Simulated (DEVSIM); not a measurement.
Structure: Pd/AlN/p-Si capacitor, at 300 K.

| layer (left to right) | material | thickness (nm) | Na (cm⁻³) |
|---|---|---|---|
| 1 | AlN | 24.0 | - |
| 2 | Si | 8400 | 9.4e15 |

Metal gate on the left, work function 5.2 eV. Fixed charge at the semiconductor interface 2e12 cm⁻² (in units of +e); no interface traps.

Constants are typed, rounded textbook-type inputs, not results; the design itself was drawn at random and stands for no fabricated device. Values at 300 K.

```csv
parameter,AlN,Si
gap (eV),6.1,1.124
affinity (eV),1.9,4.05
permittivity,8.5,11.7
Nc (cm⁻³),-,2.86e19
Nv (cm⁻³),-,3.1e19
```

Simulated with DEVSIM: 1D Poisson equation in equilibrium, Boltzmann statistics, complete ionisation; no quantum confinement or tunnelling. Metal contacts follow the ideal Schottky-Mott rule: no Fermi-level pinning, no interface dipoles.

**Question.** Give the band bending (positive: bands bend down) and minority sheet density.

**Answer.** 
```tsv
Vg (V)	ψs (V)	minority carriers (cm⁻²)
-2.6	-0.208	< 1e8
-2.3	-0.198	< 1e8
-2	-0.185	< 1e8
-1.7	-0.169	< 1e8
-1.4	-0.145	< 1e8
-1.1	-0.105	< 1e8
-0.8	-0.007	< 1e8
-0.5	0.210	< 1e8
-0.2	0.468	< 1e8
0.1	0.730	1.3e10
0.4	0.831	3.9e11
0.7	0.864	9.1e11
1	0.885	1.5e12
1.3	0.899	2.0e12
1.6	0.910	2.6e12
```
